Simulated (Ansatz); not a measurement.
Pressure series in CsPbBr3

The parent structure is CsPbBr$_{3}$ in the cubic perovskite structure (space group Pm-3m, No. 221; a = 5.872 Å).

Cell and atoms are relaxed at each pressure.

Method: PBEsol (Ansatz, a first-principles code; PAW; 420 eV plane waves; without spin-orbit coupling).

Candidates:
(a) pressure 7.5 GPa
(b) pressure 5 GPa
(c) pressure 3 GPa
(d) pressure 1.5 GPa

For the base:

- Band gap = 1.43 eV

Order them by band gap, lowest first.

(a) pressure 7.5 GPa (0.29 eV), (b) pressure 5 GPa (0.62 eV), (c) pressure 3 GPa (0.91 eV), (d) pressure 1.5 GPa (1.16 eV)

Spin-orbit coupling, missing from the scalar runs, can matter with Pb. Load acts through the strain it causes; cell and atoms are relaxed under it. No phonon test of stability was made. No other phases were tried under pressure. Many cubic perovskites are stable only at high temperature; tilts and polar distortions were not tested. This is not the structure that CsPbBr3 has at room temperature and ambient pressure. A zero or small gap of CsPbBr3 under pressure 7.5 GPa can be the functional's error rather than a property of the material.
